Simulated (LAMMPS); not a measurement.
MD of Al (fcc) at zero pressure, 4000 atoms, as a liquid; each row is its own run.

Model: classical MD, pair style eam/fs, file Al_mm.eam.fs; code LAMMPS.

```csv
T (K),volume (Å³/atom)
650,18.164
750,18.348
930,18.696
1030,18.898
1170,19.195
1210,19.275
1310,19.501
1490,19.938
```

Q: Fit a straight line, y = a + b x, to these rows (x is the first column, y the second) and predict the run at x = 840.

A: Least squares gives a = 16.769 and b = 0.002091. At x = 840 the fit predicts 18.526 Å³/atom. The run itself gave 18.524 ± 0.001 Å³/atom, so the fit is 0.011 % high.

Caution (rows 650; 750; 840): this liquid lies under the melting point of about 930 K that EAM-type Al_mm.eam.fs gives, so it is undercooled.
